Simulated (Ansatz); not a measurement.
Candidates (primitive cells; geometry: cell and atoms relaxed with PBEsol):
A. BaS (Fm-3m), a = 4.4773 Å, b = 4.4773 Å, c = 4.4773 Å, α = 60.00°, β = 60.00°, γ = 60.00°
B. TlI (Pm-3m), a = 4.137 Å, b = 4.137 Å, c = 4.137 Å, α = 90.00°, β = 90.00°, γ = 90.00°
C. ZrPbO3 (Amm2), a = 4.1152 Å, b = 4.1923 Å, c = 4.1923 Å, α = 88.71°, β = 90.00°, γ = 90.00°
D. LiNbO3 (R3c), a = b = c = 5.479 Å, α = β = γ = 55.88°
E. SiC (P6_3mc), a = b = 3.076 Å, c = 5.048 Å, α = β = 90.00°, γ = 120.00°

Question: Put the candidates in order of hole conductivity mass, lowest first, for PBEsol with spin-orbit coupling, rigid bands run with Ansatz (an electronic-structure program).

Answer: B (0.47 mₑ), C (0.66 mₑ), A (0.91 mₑ), E (1.28 mₑ), D (3.6 mₑ)

Masses are for dilute carriers at 300 K, harmonic means over directions unless an axis is named.

Formula and space group known from diffraction (Crystallography Open Database), not checked to be the room-temperature form: BaS (Fm-3m), TlI (Pm-3m), ZrPbO3 (Amm2).
